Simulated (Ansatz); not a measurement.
Reference: Pd₃Sn (Pm-3m), PBEsol, DFPT electron-phonon coupling, linearised Boltzmann equation (plane waves, PAW, scalar-relativistic; Ansatz, a first-principles code); geometry: relaxed with this functional, without spin-orbit coupling.

Pd$_{3}$Sn is taken in the cubic space group Pm-3m (No. 221), the Cu3Au type structure, Pearson symbol cP4. Conventional cell: a = 3.974 Å, b = 3.974 Å, c = 3.974 Å, α = 90.00°, β = 90.00°, γ = 90.00°. Sn on 1a is coordinated by 12 Pd at 2.810 Å (cuboctahedral). Pd on 3c is surrounded by 8 Pd at 2.810 Å and 4 Sn at 2.810 Å (cuboctahedral). (Neighbours: up to the widest gap in distance over summed covalent radii, below 1.35, at either atom.)

The resistivity at 300 K is 33 μΩ·cm.

Q: Swap Sn for In, keeping the structure type. How do these values move?

A: Pd₃In (Pm-3m): volume per atom 15.7 to 15.6 Å³; resistivity at 300 K falls (33 μΩ·cm to 10.9 μΩ·cm).

Q: Swap Sn for La, keeping the structure type. How do these values move?

A: LaPd$_{3}$ (Pm-3m): volume per atom 15.7 to 17.9 Å³; resistivity at 300 K falls (33 μΩ·cm to 7.5 μΩ·cm).

Q: Swap Sn for Lu, keeping the structure type. How do these values move?

A: LuPd3 (Pm-3m): volume per atom 15.7 to 16.2 Å³; resistivity at 300 K falls (33 μΩ·cm to 10.8 μΩ·cm).

Moves up to 12 % count as about the same. Metals; harmonic phonons alone scatter; means over directions. Halving the electron mesh moves these values by up to 8 %; q meshes are mostly untested. Some of the runs warned that the eigensolver left states short of its tolerance. Spin-orbit coupling is left out.

Formula and space group known from diffraction (Crystallography Open Database), not checked to be the room-temperature form: LaPd3 (Pm-3m), LuPd3 (Pm-3m), Pd3Sn (Pm-3m). Computed structure with no diffraction record at hand here (it may be known, metastable or hypothetical): Pd3In (Pm-3m). The missing spin-orbit coupling matters most for LuPd3 (Pm-3m).
